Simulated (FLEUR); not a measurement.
A self-consistent single point of MoSi₂ (I4/mmm, 3 atoms in the cell) with FLEUR.

Method: LDA (Perdew-Zunger), all-electron FLAPW (FLEUR), scalar-relativistic valence run with FLEUR.

```
CELL_PARAMETERS angstrom
     -1.57900     1.57900     3.86142
      1.57900    -1.57900     3.86142
      1.57900     1.57900    -3.86142
ATOMIC_POSITIONS crystal
  Si 0.66500 0.66500 0.00000
  Si 0.33500 0.33500 0.00000
  Mo 0.00000 0.00000 0.00000
```

Reference input (self-consistent single point, DFT, PBE, all-electron FLAPW (FLEUR), scalar-relativistic valence): Kmax = 3.5 1/bohr; GmaxXC = 14 1/bohr; xcFunctional = pbe; jspins = 1; l_soc = F; mode = hist; fermiSmearingEnergy = 0.00183747 Htr; mesh (inpgen div1-3) = 15 15 15; inpgen gamma flag = false; Gmax = 14 1/bohr; numbands = 0; maxIterBroyd = 15. This run's input differs from it in these lines:

```diff
@@ -15,2 +15,3 @@
 &comp jspins=1 /
+&exco xctyp='pz' /
 &kpt div1=15 div2=15 div3=15 /
@@ -27,3 +28,3 @@
       <coreElectrons ctail="T" frcor="F" kcrel="0" coretail_lmax="0"/>
-      <xcFunctional name="pbe" relativisticCorrections="F"/>
+      <xcFunctional name="pz" relativisticCorrections="F"/>
       <magnetism jspins="1"/>
```

Output, abridged:

```
 Iteration:     1   Distance:      13.05563220 me/bohr^3
 Iteration:     2   Distance:      11.29991506 me/bohr^3
 Iteration:     3   Distance:       5.73026902 me/bohr^3
 Iteration:     4   Distance:       5.33344489 me/bohr^3
 Iteration:     5   Distance:       2.19130031 me/bohr^3
   [... 8 lines left out ...]
 Iteration:    14   Distance:       0.00006684 me/bohr^3
 Iteration:    15   Distance:       0.00002343 me/bohr^3
 Iteration:    16   Distance:       0.00001944 me/bohr^3
 Iteration:    17   Distance:       0.00000905 me/bohr^3
 Reset of history
 Run finished successfully
 Stop message:
   Structural relaxation: new displacements generated

[file out, last iteration]
             iter=     18
[...]
          total density-effective poten   -7.4782640431E+03
          total charge density-energy d   -1.5963387511E+02
 Updated energy parameters for spin:           1
[...]
 fermi energy and band-weighting factors:
    0.797919    0.857936

[...]
FERMIE:
          first approx. to ef    (T=0)  :   0.517424 htr   (energy of the highest occ. eigenvalue)
          number of occ. states  (T=0)  :       3165
          first approx. to seigv (T=0)  :  -3.307290 htr
          sum of weights of occ. states :  11.001481
          sum of semicore charge        :   0.000000 e
FERHIS:  Fermi-Energy by histogram:
          bandgap                     :   0.000167 htr
   [... lines left out ...]
          charge neutrality (T=0)     :   0.002963    (zero if the highest occ. eigenvalue is "entirely" occupied)
     EF_NEWTON:  Adjust Fermi-Energy by Newton-Method.
 Direct bandgap for spin            1 :    8.8345487228103092E-003  Htr
 ---->    free energy=                     -4623.5725496391 htr
   [... lines left out ...]
      extrapolation for T->0
 ---->    total electron energy=           -4623.5725123636 htr
 ***** TOTAL FORCES ON ATOMS *****
 TOTAL FORCE FOR ATOM TYPE=  1  X=  0.000   Y=  0.000   Z= -4.889
                       FX_TOT= 0.000000 FY_TOT= 0.000000 FZ_TOT= 0.000165
 TOTAL FORCE FOR ATOM TYPE=  2  X=  0.000   Y=  0.000   Z=  0.000
                       FX_TOT= 0.000000 FY_TOT= 0.000000 FZ_TOT= 0.000000
```

The run converged in 17 iterations. FLEUR gives forces in its relaxation mode, with a further iteration, so its stop message speaks of a relaxation. Against the reference run the largest force goes from 0.117 to 0.008 eV/Å.

The starting cell has typed, rounded lattice constants, without a prior relaxation at this level. Its lattice was rescaled by a random factor within 2.5 % of one. Spin polarisation is off. Values depend on the basis (sphere radii, cutoffs, local orbitals), which need not be converged. The log's line on a gap gives a spacing of levels on this mesh, which the program prints for metals too.

Cost on one core of a shared machine: roughly 4 min.
